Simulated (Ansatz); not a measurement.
Ansatz (a program for electronic structure) run on NiRh (R3m, 2 atoms in the cell): self-consistent single point.

Level of theory: LDA (PW92), default PAW files made with PBE (plane waves; Ansatz).

The change in words: lattice scaled by 0.98; basis.ecutrho_ratio: default → 6. Reference geometry:
```yaml
crystal:
  lattice:
    - [1.31807, 0.76099, 4.12404]
    - [-1.31807, 0.76099, 4.12404]
    - [0.00000, -1.52198, 4.12404]
  atoms:
    - { symbol: Ni, position: [0.00404, 0.00404, 0.00404] }
    - { symbol: Rh, position: [0.50000, 0.50000, 0.50000] }
```

Reference input (self-consistent single point, DFT, LDA (PW92), plane waves, default PAW files made with PBE): basis.ecutwfc = 30.9 Ry; kpoints.mp_grid.grid = 14 14 14; hamiltonian.xc = lda; hamiltonian.pseudopotentials = {kind: paw} (the program's default PAW files); scf.occupations.method = gaussian; scf.occupations.width = 0.0073 Ry. This run's input differs from it in these lines:

Ansatz 0.2 input:
```diff
@@ -3,5 +3,5 @@
   lattice:
-    - [1.31807200, 0.76098900, 4.12404200]
-    - [-1.31807200, 0.76098900, 4.12404200]
-    - [0.00000000, -1.52197900, 4.12404200]
+    - [1.29171100, 0.74576900, 4.04156100]
+    - [-1.29171100, 0.74576900, 4.04156100]
+    - [0.00000000, -1.49153900, 4.04156100]
   atoms:
@@ -11,2 +11,3 @@
   ecutwfc: 30.9 Ry
+  ecutrho_ratio: 6
 kpoints:
```

Output (repeated stretches shortened):

```
SCF iter   1: F=—  HF=-12051.875591 eV  |F-HF|=—  |Δ(HF+E_count)|=         —  Δρ=1.57e-2  dr2=4.44e-2  ethr=1.77e-3  ⟨swp⟩=4.9  Hψ=24301  notcnv=0
all-band conjugate gradients solve this SCF's bands
preconditioner: auto → none
SCF iter   2: F=—  HF=-12051.870776 eV  |F-HF|=—  |Δ(HF+E_count)|=   4.82e-3  Δρ=1.31e-2  dr2=6.53e-2  ethr=1.27e-4  ⟨swp⟩=2.8  Hψ=12098  notcnv=0  defer=22
   [... lines left out ...]
SCF iter   4: F=—  HF=-12051.865252 eV  |F-HF|=—  |Δ(HF+E_count)|=   6.51e-4  Δρ=1.15e-3  dr2=6.95e-5  ethr=2.45e-5  ⟨swp⟩=1.0  Hψ=6288  notcnv=0  defer=22
SCF iter   5: F=—  HF=-12051.865248 eV  |F-HF|=—  |Δ(HF+E_count)|=   4.12e-6  Δρ=2.05e-4  dr2=1.42e-5  ethr=1.99e-7  ⟨swp⟩=2.0  Hψ=11076  notcnv=0  defer=22
SCF iter   6: F=—  HF=-12051.865245 eV  |F-HF|=—  |Δ(HF+E_count)|=   3.22e-6  Δρ=7.19e-5  dr2=1.76e-6  ethr=4.06e-8  ⟨swp⟩=2.0  Hψ=8960  notcnv=0  defer=22
SCF iter   7: F=-12051.865244 eV  HF=-12051.865244 eV  |F-HF|=2.50e-8  |Δ(HF+E_count)|=   4.40e-7  Δρ=2.14e-5  dr2=5.10e-8  ethr=2.86e-10  ⟨swp⟩=4.4  Hψ=28310  notcnv=0
SCF 1 converged in 7 iterations: F = -12051.865244 eV  dr2 = 5.10e-8
Free energy (F): -12051.865244 eV
Internal energy: -12051.848363 eV  (E = F + TS)
E sigma→0 (E₀):  -12051.856804 eV
Entropy (-TS):   -0.016881 eV (-8.440 meV/atom)
Fermi energy:    21.509368 eV
--- Forces (eV/Å), atoms counted from 1 ---
  atom   1  Ni     0.00000000     0.00000003    -0.61675839
  atom   2  Rh     0.00000000    -0.00000003     0.61639343
--- Stress (GPa, compression-positive) ---
        2.629158       0.000000      -0.000000
        0.000000       2.629158      -0.000000
       -0.000000      -0.000000       5.221189
  P = ⅓ Tr σ = 3.4932 GPa (34.932 kbar)
  The stress holds the Pulay correction. Without it, at fixed plane waves, as pw.x and ABINIT print it: P = 3.3892 GPa
```

The run converged in 7 iterations. Against the reference run the free energy goes down by 21.8 meV/atom, the pressure goes from -12.13 to 3.49 GPa and the largest force goes from 0.459 to 0.617 eV/Å.

The starting cell comes from a database of computed structures (which also holds hypothetical and non-ambient phases and stackings), without a prior relaxation at this level. Its lattice was rescaled by up to half a per cent. One atom was moved a little off its site on purpose. For this run, on top of that: lattice scaled by 0.98. Spin polarisation is off. Ansatz's pressure includes its estimate of the finite-basis (Pulay) stress.
